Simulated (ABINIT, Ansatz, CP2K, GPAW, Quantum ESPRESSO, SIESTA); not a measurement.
**Re (P6_3/mmc, 4 atoms in the cell) computed with different codes at matched settings**

Self-consistent single point.

```
CELL_PARAMETERS angstrom
      2.76833     0.00000     0.00000
     -1.38416     2.39744     0.00000
      0.00000     0.00000     8.94511
ATOMIC_POSITIONS crystal
  Re 0.00000 0.00000 0.00000
  Re 0.00000 0.00000 0.50000
  Re 0.33333 0.66667 0.25000
  Re 0.66667 0.33333 0.75000
```

Shared settings, as Ansatz (a quantum-chemistry and plane-wave program) writes them: kpoints.mp_grid.grid = 11 11 3; scf.occupations.method = fermi_dirac; scf.occupations.width = 0.05 eV. Potentials and cutoffs stand in the table.

```
code                                                                                                                                      model  pressure (GPa)       cutoff
----------------  -----------------------------------------------------------------------------------------------------------------------------  --------------  -----------
GPAW                                                                                      PBEsol, GPAW PAW datasets PBEsol (made by gpaw-setup)           -8.44       550 eV
Quantum ESPRESSO                                                                           PBEsol, SSSP 1.1.2 efficiency (PBE) pseudopotentials           -7.85        40 Ry
Ansatz                                                                                                          PBEsol, PAW files made with PBE           -7.57       420 eV
CP2K                                                                 PBEsol, GPW, DZVP-MOLOPT-SR-GTH basis, GTH-PBE potentials (GTH_POTENTIALS)           -8.66  grid 500 Ry
SIESTA            GGA PBEsol, numerical atomic orbitals TZP, PseudoDojo PBEsol standard norm-conserving potentials (rewritten from UPF to PSML)          -11.67  grid 400 Ry
ABINIT                                                           PBEsol, norm-conserving pseudopotentials (PseudoDojo nc-sr-04 PBEsol standard)           -7.61        36 Ha
```

On Ansatz's run: spin-orbit coupling is off. Spin polarisation is off.

The spread over the programs that give each value: pressure within 4.10 GPa.

CP2K and SIESTA use small atom-centred bases, whose incompleteness enters pressures, forces and empty levels differently from a plane-wave cutoff. Ansatz's pressure is given at a fixed set of plane waves, as the other plane-wave codes print theirs; with its correction for the finite basis it is -7.48 GPa. In the pressure, SIESTA (by 3.94) lies more than 1 GPa from the median of the plane-wave programs.

The starting cell comes from a database of computed structures (which also holds hypothetical and non-ambient phases and stackings), without a prior relaxation at this level. Its lattice was rescaled by a random factor within 2.5 % of one.

Left out of this page: Elk and FLEUR (not drawn, or without a comparable value).

Keys are those of Ansatz 0.2.
